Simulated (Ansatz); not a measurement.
Terminations of the (111) surface of fcc Au, measured from the surface 'clean 1x1'. Atoms come from or go to: Au: fcc Au, C: graphite, Ir: fcc Ir, Mo: bcc Mo, Os: hcp Os, Pd: fcc Pd, Sn: beta tin, Ta: bcc Ta, V: bcc V, Y: hcp Y, Zr: hcp Zr. ΔE is the energy of forming the row's surface from that one (negative: more stable at these reservoirs); the vacuum level's shift is aligned on the shared bottom. No zero-point or thermal terms. These are constructed structures in small cells; real faces may alloy, dewet or reconstruct in larger ones, and not all known structures of the face are among them. Slabs of about 12 Å with all that they carry, Fermi-Dirac smearing of 0.1 eV. Bottom of the slabs: a bare face, its two planes held. Relaxed from the named starts with such symmetry as they have, on meshes of like density; energies extrapolated to zero smearing; no spin-orbit coupling, no U. Spin-polarised runs, if any, are marked in brackets, and their order is one that fits the cell; the others ran without spin. A dash marks a value that is undefined for that row (no clear gap, or no work function of a gapped slab) or was not read reliably on its mesh.

These are PBE (plane waves to 420 eV, PAW; Ansatz, an electronic-structure program) values and carry that method's errors.

```csv
surface,atoms added per 1x1,ΔE per 1x1 (eV),shift of the vacuum level (eV),work function (eV)
one added row of Au in 4,+0.25 Au,0.08,-0.19,5.00
a layer of Ta in place of the second plane,"-1 Au, +1 Ta",0.08,-0.75,4.41
"p(2x2) layer of Sn, one a cell, on the site that continues the host's stacking",+0.25 Sn,-0.08,-1.04,4.14
"a layer of V in place of the second plane [spin, 0.6 μB a cell]","-1 Au, +1 V",?,-0.79,4.38
one row in 4 of the top plane missing,-0.25 Au,0.11,-0.14,5.06
a pseudomorphic layer of Zr in the host's stacking,+1 Zr,0.28,-0.79,4.39
a layer of Pd in place of the second plane,"-1 Au, +1 Pd",-0.13,-0.03,5.14
a pseudomorphic layer of Ir in the host's stacking,+1 Ir,1.55,0.63,5.80
a layer of Os in place of the third plane,"-1 Au, +1 Os",1.52,-0.15,4.96
"(√3x√3)R30° surface alloy, Y on one Au site of the top plane","-0.333 Au, +0.333 Y",-0.82,-1.17,3.99
a pseudomorphic layer of Mo in the host's stacking,+1 Mo,?,0.01,5.21
"(√3x√3)R30° layer of C, one a cell, on the site that continues the host's stacking",+0.333 C,?,0.15,5.32
```

Complete the blanks.


- a layer of V in place of the second plane [spin, 0.6 μB a cell], ΔE per 1x1 (eV): 0.35
- a pseudomorphic layer of Mo in the host's stacking, ΔE per 1x1 (eV): 1.62
- (√3x√3)R30° layer of C, one a cell, on the site that continues the host's stacking, ΔE per 1x1 (eV): 1.08
